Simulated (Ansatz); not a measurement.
Effect of pressure 9 GPa on Te

Base system: Te (space group P3_121, No. 152; a = 4.521 Å, c = 5.955 Å; made of chains).

One thing is altered: a hydrostatic pressure of 9 GPa.

All numbers come from plane-wave PAW DFT at the PBE level (Ansatz, an electronic-structure program, 420 eV), scalar-relativistic without spin-orbit coupling, earlier PAW set. Γ-centred 9×9×6 mesh, Fermi–Dirac width 0.05 eV.

| quantity | base | changed | shift |
|---|---|---|---|
| lattice parameter a | 4.521 Å | 4.039 Å | -0.482 Å |
| c/a ratio | 1.317 | 1.488 | +0.171 |
| shortest interatomic distance | 2.889 Å | 2.929 Å | +0.0394 Å |
| band gap | 0.23 eV | zero | – |

Cost of the whole job for the changed cell (relaxation, final SCF and bands): around 90 core-seconds (rough).

The mesh was chosen for an insulator and is coarse for the gapless case. Spin-orbit coupling, missing from the scalar runs, can matter with Te. Load acts through the strain it causes; cell and atoms are relaxed under it. Whether these cells are dynamically stable was not tested. Competing high-pressure phases were not computed. No dispersion term is included, though the crystal is made of layers, chains or molecules, so its spacings can come out too wide. The zero or small gap of Te can change with the level of theory.
